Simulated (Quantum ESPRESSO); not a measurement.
Input and output of a self-consistent single point for Rh (Fm-3m, 1 atom in the cell) (Quantum ESPRESSO).

Level of theory: PBE, PSlibrary PAW (PBE) pseudopotentials (plane waves; Quantum ESPRESSO).

```
Rh
1.0
    0.00000     1.90950     1.90950
    1.90950     0.00000     1.90950
    1.90950     1.90950     0.00000
Rh
1
Direct
  0.00000   0.00000   0.00000
```

Reference input (self-consistent single point, DFT, PBE, plane waves, PSlibrary PAW (PBE) pseudopotentials): ecutwfc = 60 Ry; ecutrho = 420 Ry; occupations = smearing; smearing = fermi-dirac; degauss = 0.0073499 Ry; potentials = {Rh: Rh.pbe-spn-kjpaw_psl.1.0.0.UPF}; K_POINTS = automatic 9 9 9 0 0 0; conv_thr = 1e-11 Ry; mixing_beta = 0.7. This run's input differs from it in these lines:

```diff
@@ -13,4 +13,4 @@
     ntyp = 1
-    ecutwfc = 60
-    ecutrho = 420
+    ecutwfc = 72
+    ecutrho = 504
     occupations = 'smearing'
```

The program printed (abridged):

```
     Self-consistent Calculation

     iteration #  1     ecut=    72.00 Ry     beta= 0.70

     Threshold (ethr) on eigenvalues was too large:
     Diagonalizing with lowered threshold

     total energy              =    -470.17110223 Ry
     estimated scf accuracy    <       0.00370008 Ry

     iteration #  2     ecut=    72.00 Ry     beta= 0.70

     total energy              =    -470.17178405 Ry
     estimated scf accuracy    <       0.00181199 Ry

     iteration #  3     ecut=    72.00 Ry     beta= 0.70

     total energy              =    -470.17224665 Ry
     estimated scf accuracy    <       0.00006007 Ry

   [... 3 blocks of this kind left out ...]

     iteration #  7     ecut=    72.00 Ry     beta= 0.70

     total energy              =    -470.17225298 Ry
     estimated scf accuracy    <          3.1E-11 Ry

     iteration #  8     ecut=    72.00 Ry     beta= 0.70
     End of self-consistent calculation

     the Fermi energy is    22.2979 ev

!    total energy              =    -470.17225298 Ry
     estimated scf accuracy    <          1.3E-13 Ry
     smearing contrib. (-TS)   =      -0.00316975 Ry
     internal energy E=F+TS    =    -470.16908323 Ry

     convergence has been achieved in   8 iterations

     Forces acting on atoms (cartesian axes, Ry/au):

     atom    1 type  1   force =     0.00000000    0.00000000    0.00000000

     Total force =     0.000000     Total SCF correction =     0.000000

          total   stress  (Ry/bohr**3)                   (kbar)     P=       20.87
   0.00014189   0.00000000   0.00000000           20.87        0.00        0.00
   0.00000000   0.00014189   0.00000000            0.00       20.87        0.00
   0.00000000   0.00000000   0.00014189            0.00        0.00       20.87

   JOB DONE.
```

The run converged in 8 iterations. Against the reference run the free energy goes down by 21.0 meV/atom and the pressure goes from 1.79 to 2.09 GPa.

The starting cell has typed, rounded lattice constants, without a prior relaxation at this level. Its lattice was rescaled by up to half a per cent. Spin polarisation is off.
